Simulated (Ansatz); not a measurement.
Base system: C in the graphite type structure (space group P6_3/mmc, No. 194; layered, stacked along the Cartesian z axis).

```cif
data_C4
_chemical_formula_sum 'C4'
_space_group_name_H-M_alt 'P63/mmc'
_space_group_IT_number 194
_space_group_name_Hall '-P 6c 2c'
_cell_length_a 2.46498
_cell_length_b 2.46498
_cell_length_c 6.72886
_cell_angle_alpha 90.000
_cell_angle_beta 90.000
_cell_angle_gamma 120.000
loop_
_atom_site_label
_atom_site_type_symbol
_atom_site_symmetry_multiplicity
_atom_site_Wyckoff_symbol
_atom_site_fract_x
_atom_site_fract_y
_atom_site_fract_z
_atom_site_occupancy
C1 C 2 b 0.00000 0.00000 0.25000 1
C2 C 2 c 0.33333 0.66667 0.25000 1
```

Method: PBE-D3(BJ) (Ansatz, a quantum-chemistry and plane-wave program; PAW; 420 eV plane waves; without spin-orbit coupling), earlier PAW set.

One change was made to it. Results:

The lattice parameter a drops by 0.003 Å to 2.462 Å; the band gap remains zero; the c/a ratio drops by 0.0914, from 2.730 to 2.638.

Task: What was done to the base?
A. pressure 1.5 GPa
B. pressure 5 GPa
C. pressure 3 GPa
D. pressure 0.7 GPa
E. pressure 0.3 GPa

Result: A, pressure 1.5 GPa. For comparison, the c/a ratio in the other runs: pressure 5 GPa gives 2.513; pressure 3 GPa gives 2.575; pressure 0.7 GPa gives 2.682; pressure 0.3 GPa gives 2.709.

The mesh was chosen for an insulator and is coarse for the gapless case. Load acts through the strain it causes; cell and atoms are relaxed under it. Whether these cells are dynamically stable was not tested. Competing high-pressure phases were not computed.
